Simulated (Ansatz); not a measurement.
An Ansatz (an electronic-structure program) run: a single point on MgO with a change (Mg → Ba), its geometry relaxed with PBEsol; HSE06 in Ansatz (plane waves to 420 eV, PAW, no SOC).

Input:

Ansatz 0.2 input:
```yaml
crystal:
  lattice:
    - [4.4912162708, 0, 0]
    - [-2.2456081354, 3.8895073844, 0]
    - [0, 0, 5.5231687329]
  atoms:
    - { symbol: Ba, position: [0.6666666667, 0.3333333333, 0.75] }
    - { symbol: Ba, position: [0.3333333333, 0.6666666667, 0.25] }
    - { symbol: O, position: [0.6666666667, 0.3333333333, 0.25] }
    - { symbol: O, position: [0.3333333333, 0.6666666667, 0.75] }
basis: { ecutwfc: 420, ecutrho_ratio: 4, xc_grid: 2, fft_grid_basis: typed }
kpoints: { mp_grid: { grid: [6, 6, 4] } }
hamiltonian:
  xc: hse06
  dispersion: none
  pseudopotentials: { kind: paw }
scf: { occupations: { method: fermi_dirac, width: 0.01 } }
output: { eigenvalues: true, eigenstates: { kpoints: [[0.333333, 0.333333, 0], [0, 0, 0], [0.333333, 0.333333, 0.5]] } }
```

Output (explanatory and most iteration lines left out):

```
Pseudopotential: Ba, paw, valence charge 10
Pseudopotential: O, paw, valence charge 6
Crystal: 4 atoms, lattice volume = 96.482 Å³
Basis set: ecut = 420 eV, 1873 PW (Γ), exchange–correlation on 64×64×80 points (8 copies of the dense FFT grid, shifted against one another)
Bands: 20, of which v1, the nominal top of the filled ones, is band 16 counted from 1 (15 counted from 0)
Symmetry: 24 space group operations
Space group: P63/mmc (ITA 194), of the structure as read, at distance tolerance 4.6e-5 Å
k-points: 21 of 144
Functional: x = pbe(κ = 0.804, μ = 0.2195149727645171), c = pbe(β = 0.06672455060314922), warm-up for x = pbe(κ = 0.804, μ = 0.2195149727645171) + 0.25 (exact …
SCF iter   1: F=—  HF=-13039.025648 eV  |F-HF|=—  |Δ(HF+E_count)|=         —  Δρ=3.32e-3  dr2=1.41e-2  ethr=1.77e-3  ⟨swp⟩=16.5  Hψ=2708  notcnv=0
SCF iter   2: F=—  HF=-13039.033556 eV  |F-HF|=—  |Δ(HF+E_count)|=   7.91e-3  Δρ=5.30e-3  dr2=2.51e-2  ethr=4.40e-5  ⟨swp⟩=6.4  Hψ=1629  notcnv=0  defer=8
SCF 1 stopped early in 3 iterations: F = -13039.028990 eV  dr2 = 1.77e-4
Crystal: 4 atoms, lattice volume = 96.482 Å³
Functional: x = pbe(κ = 0.804, μ = 0.2195149727645171) + 0.25 (exact − pbe) at short range (hse, ω = 0.20786987370883472 Å⁻¹), c = pbe(β = 0.06672455060314922); HSE06 as pw.x's `hse` composes it (authors' and Libxc's form: `xc: wpbeh`)
SCF iter   1: F=—  HF=-13048.175638 eV  |F-HF|=—  |Δ(HF+E_count)|=         —  Δρ=7.39e-3  dr2=1.05e-1  ethr=5.54e-6  ⟨swp⟩=9.2  Hψ=2376  notcnv=0
SCF iter   2: F=—  HF=-13048.159285 eV  |F-HF|=—  |Δ(HF+E_count)|=   1.64e-2  Δρ=8.98e-3  dr2=5.86e-2  ethr=5.54e-6  ⟨swp⟩=7.1  Hψ=2016  notcnv=0  defer=4
SCF 2 stopped early in 6 iterations: F = -13048.158117 eV  dr2 = 4.60e-6
Crystal: 4 atoms, lattice volume = 96.482 Å³
SCF iter   1: F=—  HF=-13048.157966 eV  |F-HF|=—  |Δ(HF+E_count)|=         —  Δρ=6.21e-5  dr2=4.33e-6  ethr=4.47e-7  ⟨swp⟩=6.1  Hψ=1001  notcnv=0
SCF iter   2: F=—  HF=-13048.157967 eV  |F-HF|=—  |Δ(HF+E_count)|=   5.76e-7  Δρ=2.64e-5  dr2=8.80e-7  ethr=1.31e-8  ⟨swp⟩=4.2  Hψ=1274  notcnv=0
SCF 3 converged in 5 iterations: F = -13048.157967 eV  dr2 = 3.39e-8
Free energy (F): -13048.157967 eV
Internal energy: -13048.157967 eV  (E = F + TS)
E sigma→0 (E₀):  -13048.157967 eV
Fermi energy:    8.051993 eV
```

Single points use the geometry relaxed with PBEsol. HSE06 was sampled on its mesh, a few special points and the semilocal edge points, so its gap is an upper bound. Stability against distortions was not tested. The cell was made from MgO by this change: Mg → Ba; the result is a model cell, its experimental status unchecked. This is not the structure that BaO has at room temperature and ambient pressure.
